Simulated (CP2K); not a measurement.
**Converging the k-point mesh: InP (R3m, 2 atoms in the cell)**

```xyz
2
Lattice="4.1383 0.0000 0.0000 2.0691 3.5838 0.0000 2.0691 1.1946 3.3789" Properties=species:S:1:pos:R:3 pbc="T T T"
In     0.0408     0.0236     0.0167
P      2.0691     1.1946     0.8447
```

Level of theory: CP2K 2026.2 with LDA (Pade form), GPW, DZVP-MOLOPT-SR-GTH basis, GTH-PADE potentials (GTH_POTENTIALS).

Base settings: CUTOFF = 500 Ry; REL_CUTOFF = 40 Ry; SMEAR/METHOD = FERMI_DIRAC; ELECTRONIC_TEMPERATURE = 232.09 K; KPOINTS/SCHEME = MONKHORST-PACK 3 3 3; XC_FUNCTIONAL = PADE; In/BASIS_SET = DZVP-MOLOPT-SR-GTH; In/POTENTIAL = GTH-PADE-q13; P/BASIS_SET = DZVP-MOLOPT-SR-GTH; P/POTENTIAL = GTH-PADE-q5.

Moved along: GAMMA_CENTERED.

The second cell is the first with its lattice scaled by 0.98.

Only quantities that move along the ladder and can be compared are tabulated.

The starting cell has typed, rounded lattice constants, without a prior relaxation at this level. Its lattice was rescaled by up to half a per cent. One atom was moved a little off its site on purpose. Values carry the incompleteness of an atom-centred basis.

| KPOINTS/SCHEME | free energy less the last step's (meV/atom) | energy of the compressed cell less the first (meV/atom) | pressure (GPa) | largest difference of a force vector from the last step's (eV/Å) | gap on the mesh (eV) |
|---|---|---|---|---|---|
| MONKHORST-PACK 2 2 2 | 978.78 | 58.13 | 3.70 | 0.033 | 0.255 |
| MONKHORST-PACK 3 3 3 | 220.43 | 26.26 | 0.48 | 0.014 | 0.364 |
| MONKHORST-PACK 4 4 4 | 63.13 | 19.63 | -0.18 | 0.006 | 0.399 |
| MONKHORST-PACK 5 5 5 | 21.01 | 17.96 | -0.34 | 0.002 | 0.412 |
| MONKHORST-PACK 6 6 6 | 7.85 | 17.58 | -0.37 | 0.001 | 0.417 |
| MONKHORST-PACK 7 7 7 | 3.22 | 17.54 | -0.37 | 0.001 | 0.420 |
| MONKHORST-PACK 8 8 8 | 1.42 | 17.57 | -0.37 | 0.000 | 0.421 |
| MONKHORST-PACK 9 9 9 | 0.67 | 17.60 | -0.36 | 0.000 | 0.421 |
| MONKHORST-PACK 10 10 10 | 0.33 | 17.63 | -0.36 | 0.000 | 0.421 |
| MONKHORST-PACK 11 11 11 | 0.17 | 17.65 | -0.35 | 0.000 | 0.422 |
| MONKHORST-PACK 13 13 13 | 0.04 | 17.67 | -0.35 | 0.000 | 0.422 |
| MONKHORST-PACK 14 14 14 | 0.01 | 17.68 | -0.35 | 0.000 | 0.422 |
| MONKHORST-PACK 15 15 15 | 0.00 | 17.69 | -0.35 | 0.000 | 0.422 |

Coarsest KPOINTS/SCHEME that holds the forces within 0.005 eV/Å of the last step, with all finer ones: MONKHORST-PACK 5 5 5; the step before is off by 0.006 eV/Å.

Coarsest KPOINTS/SCHEME that holds the energy of the compressed cell less the first within 0.5 meV/atom of the last step, with all finer ones: MONKHORST-PACK 5 5 5; the step before is off by 1.9 meV/atom.

The energy difference between the two cells stays within 1 meV/atom of the last step's from MONKHORST-PACK 5 5 5 on, the total only from MONKHORST-PACK 9 9 9 on: much of the error is common to both cells and cancels.
